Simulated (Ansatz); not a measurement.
## CrI3: pressure 0.7 GPa

Base system: CrI$_{3}$ in the BiI3 type structure (space group R-3, No. 148; a = 6.656 Å, c = 18.622 Å (hexagonal axes); ferromagnetic; layered, stacked along the Cartesian z axis).

Now apply this change: a hydrostatic pressure of 0.7 GPa.

Computed with PBEsol-D3(BJ)/PAW in Ansatz (a quantum-chemistry and plane-wave program), without spin-orbit coupling, earlier PAW set. k-mesh 6×6×6 (Γ-centred); smearing 0.05 eV (Fermi–Dirac).

The volume per atom falls by 0.76 Å³ to 29.01 Å³ and the density rises by 0.16 g/cm³ to 6.19 g/cm³. The lattice parameter a falls by 0.047 Å (6.656 Å → 6.609 Å) and the c/a ratio drops by 0.0124, from 2.798 to 2.785. The shortest interatomic distance falls by 0.008 Å, from 2.667 Å to 2.659 Å and the enthalpy H = E + PV relative to the base's energy amounts to +0.13 eV/atom. The band gap shrinks by 0.055 eV, from 0.94 eV to 0.88 eV and the gap character goes from indirect, k = (0.167, 0.167, -1/3) in the run's primitive reciprocal basis → T to indirect, Γ → T. The width of the top valence band goes up by 0.07 eV to 0.99 eV and the magnetic state is still ferromagnetic.

Cost of the whole job for the changed cell (relaxation, final SCF and bands): about 11 core-minutes (a rough figure).

The magnetic state is the one reached from the starting moments; the real material's order can differ, and small cells can't hold many antiferromagnetic ones. Spin-orbit coupling, missing from the scalar runs, can matter with I. Load acts through the strain it causes; cell and atoms are relaxed under it. No phonon test of stability was made.
